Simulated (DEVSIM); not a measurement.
# abrupt Si p-n junction

Device: abrupt Si p-n junction, at 300 K.

```
layer (left to right)  material  thickness (μm)  Nd (cm⁻³)  Na (cm⁻³)   τn (s)   τp (s)
---------------------  --------  --------------  ---------  ---------  -------  -------
1                            Si           0.810          -     9.6e15  0.00024  0.00024
2                            Si             250     7.1e17          -  0.00024  0.00024
```

Left contact: ohmic. Right contact: ohmic. Voltage is applied to the left contact. Recombination: SRH at mid-gap, radiative, Auger. Mobility is constant in doping.

The device is made up for the run: typed textbook-type constants, with dimensions and the other settings drawn at random. Values at 300 K.

| parameter | Si |
|---|---|
| gap (eV) | 1.124 |
| affinity (eV) | 4.05 |
| permittivity | 11.7 |
| Nc (cm⁻³) | 2.86e19 |
| Nv (cm⁻³) | 3.1e19 |
| μn (cm²/Vs) | 1417 |
| μp (cm²/Vs) | 470 |
| B (cm³/s) | 4.7e-15 |
| Cn (cm⁶/s) | 2.8e-31 |
| Cp (cm⁶/s) | 9.9e-32 |

DEVSIM, 1D drift-diffusion, Boltzmann statistics, complete ionisation; no tunnelling, impact ionisation, image-force lowering or self-heating.

| Item | Result |
|---|---|
| Potential step across the device at zero bias | 0.820 V |
| Largest field in the device at zero bias | 60000 V/cm |
| Dark forward voltage at 1 A/cm² | 0.533 V |
| Dark forward voltage at 100 A/cm² | 0.675 V |

Dark reverse current:

```csv
V (V),J (A/cm²)
-0.40,-1.7e-9
-1.00,-2.3e-9
-2.00,-3.6e-9
-3.00,-6.8e-9
-4.00,-1.7e-8
-6.00,-6.9e-8
-8.00,-1.3e-7
-10.00,-2.0e-7
-13.00,-3.0e-7
```

Dark forward current:

(V (V), J (A/cm²)): (0.05, 8.4e-9); (0.10, 6.5e-8); (0.15, 4.5e-7); (0.20, 3.0e-6); (0.25, 2.0e-5); (0.30, 0.00014); (0.35, 0.00093); (0.40, 0.0063); (0.45, 0.042); (0.50, 0.28); (0.55, 1.9); (0.60, 12); (0.65, 57); (0.70, 180); (0.75, 360); (0.80, 580); (0.85, 830); (0.90, 1100); (0.95, 1400); (1.00, 1600); (1.05, 1900); (1.10, 2200)
